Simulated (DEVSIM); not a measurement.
System: TaN/SiO2/n-Ge capacitor, at 250 K.

```tsv
layer (left to right)	material	thickness (nm)	Nd (cm⁻³)
1	SiO2	1.10	-
2	Ge	5200	1.3e16
```

Metal gate on the left, work function 4.4 eV. Fixed charge at the semiconductor interface 2.2e12 cm⁻² (in units of +e); no interface traps.

The device is made up for the run: typed textbook-type constants, with dimensions and the other settings drawn at random. Values at 300 K; Nc and Nv go as T^1.5, mobilities as T to minus their exponent, the gap by Varshni's rule with the affinity fixed.

| parameter | SiO2 | Ge |
|---|---|---|
| gap (eV) | 9 | 0.664 |
| affinity (eV) | 0.9 | 4 |
| permittivity | 3.9 | 16 |
| Nc (cm⁻³) | - | 1.04e19 |
| Nv (cm⁻³) | - | 6e18 |
| Varshni α (eV/K) | - | 0.000477 |
| Varshni β (K) | - | 235 |

DEVSIM, 1D Poisson equation in equilibrium, Boltzmann statistics, complete ionisation; no quantum confinement or tunnelling. Metal contacts follow the ideal Schottky-Mott rule: no Fermi-level pinning, no interface dipoles.

The substrate doping was swept, all else fixed.

```tsv
substrate doping (cm^-3)	minimum of the low-frequency capacitance (μF/cm²)	threshold voltage (band bending 2φF) (V)	flat-band voltage (V)
6.5e14	0.0198	-0.21	0.09
1.3e15	0.0262	-0.22	0.10
2.6e15	0.0353	-0.24	0.12
6.5e15	0.0510	-0.26	0.14
1.3e16	0.0684	-0.28	0.15
2.6e16	0.0931	-0.31	0.17
```

From the first row to the last the minimum of the low-frequency capacitance goes from 0.0198 to 0.0931. From the first row to the last the threshold voltage (band bending 2φF) goes from -0.21 to -0.31.
